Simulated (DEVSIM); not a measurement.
Device: abrupt GaAs p-n junction, at 300 K.

Layer 1 from the left is GaAs, thickness (μm) 1.20, Na (cm⁻³) 3e15, τn (s) 1e-7, τp (s) 1e-7. Layer 2 from the left is GaAs, thickness (μm) 1.90, Nd (cm⁻³) 1.4e17, τn (s) 1e-7, τp (s) 1e-7.

Left contact: ohmic. Right contact: ohmic. Voltage is applied to the left contact. Recombination: SRH at mid-gap, Auger. Mobility is constant in doping.

The device is made up for the run: typed textbook-type constants, with dimensions and the other settings drawn at random. Values at 300 K.

GaAs: gap (eV) 1.424, affinity (eV) 4.07, permittivity 12.9, Nc (cm⁻³) 4.7e17, Nv (cm⁻³) 9e18, μn (cm²/Vs) 8500, μp (cm²/Vs) 400, Cn (cm⁶/s) 1e-30, Cp (cm⁶/s) 1e-30.

Simulated with DEVSIM: 1D drift-diffusion, Boltzmann statistics, complete ionisation; no tunnelling, impact ionisation, image-force lowering or self-heating.

Q: What does the simulation give for the potential step across the device at zero bias, the largest field in the device at zero bias, the dark forward voltage at 1 A/cm²?

A: potential step across the device at zero bias 1.186 V; largest field in the device at zero bias 33000 V/cm; dark forward voltage at 1 A/cm² 0.903 V.
